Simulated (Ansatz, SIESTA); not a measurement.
# ZrVCr (P1, 6 atoms in the cell) computed with different codes at matched settings

Self-consistent single point, at a second geometry (atoms moved at random). First geometry:

```
ZrVCr
1.0
   -2.50252     2.67225     3.64980
    2.50252    -2.67225     3.64980
    2.50252     2.67225    -3.64980
Zr V Cr
2 2 2
Direct
  0.12748   0.87748   0.25000
  0.87252   0.12252   0.75000
  0.50000   0.50000   0.00000
  0.00000   0.50000   0.50000
  0.50000   0.50000   0.50000
  0.50000   0.00000   0.00000
```

Second geometry:
```
CELL_PARAMETERS angstrom
     -2.50252     2.67225     3.64980
      2.50252    -2.67225     3.64980
      2.50252     2.67225    -3.64980
ATOMIC_POSITIONS crystal
  Zr 0.14542 0.86856 0.24214
  Zr 0.87015 0.11573 0.74875
  V  0.48541 0.49016 0.98040
  V  0.99404 0.51309 0.51261
  Cr 0.49976 0.50226 0.50909
  Cr 0.50522 0.01020 0.00701
```

Shared settings, as Ansatz (an electronic-structure program) writes them: kpoints.mp_grid.grid = 5 5 5; scf.occupations.method = gaussian; scf.occupations.width = 0.1 eV. Potentials and cutoffs stand in the table.

| code | model | ΔF from the first geometry (meV/atom) | pressure (GPa) | largest force (eV/Å) | cutoff |
|---|---|---|---|---|---|
| Ansatz | PBEsol, PAW files made with PBE | 23.6 | -9.15 | 1.221 | default |
| SIESTA | GGA PBEsol, numerical atomic orbitals DZP, PseudoDojo PBEsol standard norm-conserving potentials (rewritten from UPF to PSML) | 24.7 | -9.81 | 1.271 | grid 350 Ry |

Size of the force on each atom (eV/Å): Sizes of forces hide their directions.

```json
[
 {"code": "Ansatz", "Zr1": "1.221", "Zr2": "0.417", "V3": "0.581", "V4": "0.694", "Cr5": "0.332", "Cr6": "0.359"},
 {"code": "SIESTA", "Zr1": "1.271", "Zr2": "0.439", "V3": "0.626", "V4": "0.735", "Cr5": "0.349", "Cr6": "0.370"}
]
```

On Ansatz's run: spin polarisation is off.

The spread over the programs that give each value: ΔF from the first geometry within 1.1 meV/atom; pressure within 0.66 GPa; largest force within 0.050 eV/Å.

SIESTA uses small atom-centred bases, whose incompleteness enters pressures, forces and empty levels differently from a plane-wave cutoff. Ansatz's pressure is given at a fixed set of plane waves, as the other plane-wave codes print theirs; with its correction for the finite basis it is -9.10 GPa.

The starting cell comes from a database of computed structures (which also holds hypothetical and non-ambient phases and stackings), without a prior relaxation at this level. Its lattice was rescaled by a random factor within 2.5 % of one. For this run, on top of that: atoms moved at random.

Keys are those of Ansatz 0.2.
